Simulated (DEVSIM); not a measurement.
Structure: Ni/SiO2/p-Ge capacitor, at 300 K.

Layer 1 from the left is SiO2, thickness (nm) 46.0. Layer 2 from the left is Ge, thickness (nm) 18000, Na (cm⁻³) 1.1e15.

Metal gate on the left, work function 5.1 eV. Fixed charge at the semiconductor interface -1.5e11 cm⁻² (in units of +e); no interface traps.

The device is made up for the run: typed textbook-type constants, with dimensions and the other settings drawn at random. Values at 300 K.

SiO2: gap (eV) 9, affinity (eV) 0.9, permittivity 3.9. Ge: gap (eV) 0.664, affinity (eV) 4, permittivity 16, Nc (cm⁻³) 1.04e19, Nv (cm⁻³) 6e18.

Estimate by hand the flat-band voltage, the threshold voltage, and compare with a numerical solution.


- Flat-band voltage: C = 0.0751 μF/cm², work-function difference 0.658 V; VFB = φms − qNf/C = 0.98 V; numerical 0.98 V.
- Threshold voltage: φF = 0.102 V, depletion charge √(4εqNφF) = 1.01e-8 C/cm²; VT = VFB + 2φF + Qd/C = 1.32 V; numerical 1.32 V.

Simulated with DEVSIM: 1D Poisson equation in equilibrium, Boltzmann statistics, complete ionisation; no quantum confinement or tunnelling. Metal contacts follow the ideal Schottky-Mott rule: no Fermi-level pinning, no interface dipoles.
